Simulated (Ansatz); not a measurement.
Results of LDA (plane waves, PAW; Ansatz, an electronic-structure program) for SbO2 (C2/c, No. 15, 12 atoms in the cell; start mp-1819; a measured phase of this formula has another space group).

Run with plane-wave cutoff 500 eV, 10×10×8 k mesh (along the axes of the cell as run), gaussian smearing 0.02 eV, scalar-relativistic PAW data made under PBE.

Cell (relaxed at this level):

O₂Sb is modelled in the monoclinic space group C2/c (No. 15), Pearson symbol mS24. Cell: a = 11.9487 Å, b = 4.8283 Å, c = 5.3365 Å, α = γ = 90.00°, β = 105.38°. Sb1 on 4e has 2 O at 2.040 Å and 2 O at 2.197 Å. Sb2 on 4c sees 6 O at 1.971–1.993 Å (octahedral). O1 on 8f sees 2 Sb at 1.993–2.040 Å and 1 Sb at 2.197 Å (trigonal planar). O2 on 8f sees 2 Sb at 1.971–1.974 Å (bent). (Neighbours: up to the widest gap in distance over summed covalent radii, below 1.35, at either atom.)
(The calculation used a cell of 12 atoms; values per cell refer to that cell.)

Q: What does this level give for the band gap?

A: 
- band gap: 2.43 eV (on the SCF k mesh)

Note: the relaxation could not lower the start's symmetry, so the cell can be a saddle point above a distorted one.

Spin–orbit coupling is not included.

A start named mp-… is a Materials Project structure, which need not be a measured phase.
